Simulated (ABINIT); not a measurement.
Input and output of a self-consistent single point for Ti (P6_3/mmc, 2 atoms in the cell) (ABINIT).

Method: PBE, norm-conserving pseudopotentials (PseudoDojo nc-sr-05 PBE standard) (plane waves; ABINIT).

The change in words: lattice scaled by 0.98. Reference geometry:
```
CELL_PARAMETERS angstrom
      1.47500    -2.55477     0.00000
      1.47500     2.55477     0.00000
      0.00000     0.00000     4.68000
ATOMIC_POSITIONS crystal
  Ti 0.33333 0.66667 0.25000
  Ti 0.66667 0.33333 0.75000
```

Reference input (self-consistent single point, DFT, PBE, plane waves, norm-conserving pseudopotentials (PseudoDojo nc-sr-05 PBE standard)): pseudos = [Ti.upf]; ecut = 42 Ha; occopt = 3; tsmear = 0.00367493 Ha; ngkpt = 13 13 7; nshiftk = 1; shiftk = 0 0 0; potentials = PseudoDojo nc-sr-05 PBE standard; nband = 17; kptopt = 1; nstep = 50; tolvrs = 1e-11. This run's input differs from it in these lines:

```diff
@@ -3,3 +3,3 @@
 pseudos "Ti.upf"
-acell 5.5746920664 5.5746920664 8.8439182632
+acell 5.4631977437 5.4631977437 8.6670398980
 rprim
@@ -13,4 +13,4 @@
 xcart
-         2.7873460332    1.6092749826    2.2109795658
-         2.7873460332   -1.6092749826    6.6329386974
+         2.7315988718    1.5770893440    2.1667599745
+         2.7315988718   -1.5770893440    6.5002799235
 ecut 42
```

Output, abridged:

```
--- !BeginCycle
solver: {iscf: 7, nstep: 50, nline: 4, wfoptalg: 0, }
tolerances: {tolvrs: 1.00E-11, }
...

     iter   Etot(hartree)      deltaE(h)  residm     vres2
 ETOT  1  -118.58865832566    -1.186E+02 2.048E-01 8.796E+01
 ETOT  2  -118.69136118497    -1.027E-01 4.120E-02 6.975E+01
 ETOT  3  -118.71064724616    -1.929E-02 1.106E-02 4.789E-01
 ETOT  4  -118.71100563082    -3.584E-04 8.707E-03 2.137E-02
 ETOT  5  -118.71104493110    -3.930E-05 2.572E-03 6.781E-04
   [... 17 lines left out ...]
 ETOT 23  -118.71105567277    -1.650E-11 3.104E-04 2.885E-09
 ETOT 24  -118.71105567278    -1.188E-11 4.380E-04 6.894E-10
 ETOT 25  -118.71105567279    -7.546E-12 3.412E-04 9.319E-11
 ETOT 26  -118.71105567279    -5.244E-12 4.692E-04 9.605E-13
 At SCF step   26       vres2   =  9.61E-13 < tolvrs=  1.00E-11 =>converged.

 Cartesian components of stress tensor (hartree/bohr^3)
  sigma(1 1)= -2.00529111E-04  sigma(3 2)=  0.00000000E+00
  sigma(2 2)= -2.00529112E-04  sigma(3 1)=  0.00000000E+00
  sigma(3 3)= -1.98640844E-04  sigma(2 1)=  0.00000000E+00

 ----iterations are completed or convergence reached----

 reduced coordinates (array xred) for    2 atoms
       0.333333333324      0.666666666658      0.250000000000
       0.666666666658      0.333333333324      0.750000000000
 cartesian forces (eV/Angstrom) at end:
    1      0.00000000000000     0.00000000000000     0.00000000000000
    2     -0.00000000000000    -0.00000000000000    -0.00000000000000
 frms,max,avg= 1.6896293E-27 2.5344382E-27   0.000E+00  0.000E+00  0.000E+00 e/A
   [... lines left out ...]
 Fermi (or HOMO) energy (eV) =  10.55545   Average Vxc (eV)= -11.80586
   [... lines left out ...]
total_energy        : -1.18711055672794E+02
total_energy_eV     : -3.23029210433823E+03
band_energy         : -1.40142666978919E+01
...

-Cartesian components of stress tensor (GPa)         [Pressure=  5.8813E+00 GPa]
- sigma(1 1)= -5.89976916E+00  sigma(3 2)=  0.00000000E+00
- sigma(2 2)= -5.89976917E+00  sigma(3 1)=  0.00000000E+00
- sigma(3 3)= -5.84421441E+00  sigma(2 1)=  0.00000000E+00

 Calculation completed.
```

The run converged in 26 iterations. Against the reference run the free energy goes up by 13.8 meV/atom and the pressure goes from -1.31 to 5.88 GPa.

The starting cell has typed, rounded lattice constants, without a prior relaxation at this level. For this run, on top of that: lattice scaled by 0.98. Spin polarisation is off. With a pressure of about 6 GPa the cell is away from its equilibrium volume at this level.

Cost on one core of a shared machine: roughly 5 min.
